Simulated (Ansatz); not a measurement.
The starting structures come from a database of crystals and need not be the phases stable at ambient conditions.

 Where the default PAW files enter, the runs use the earlier of Ansatz's two default sets.

By PBEsol, the system below comes out a metal.

Data:

```
CELL_PARAMETERS angstrom
      3.63174     0.00000     0.00000
      0.00000     6.51223     0.00000
      0.00000     0.00000     4.84368
ATOMIC_POSITIONS crystal
  Ti 0.75000 0.67568 0.37178
  Ti 0.25000 0.32432 0.62822
  Ti 0.25000 0.82432 0.87178
  Ti 0.75000 0.17568 0.12822
  Si 0.75000 0.54393 0.85540
  Si 0.25000 0.45607 0.14460
  Si 0.25000 0.95607 0.35540
  Si 0.75000 0.04393 0.64460
```

Space group of this cell: Pnma. The cell is strained (lengths along the current scaled by 0.97, ions clamped); by PBEsol its mean pressure is 2.5 GPa.

The current flows along the normal of the first two printed cell vectors. No spin-orbit coupling; the value is a mean over 0.1 eV about the Fermi level.

State the ballistic conductance per area according to Ansatz (an electronic-structure program) with PBEsol.

0.23 × 10¹⁵ S/m² for both spins.
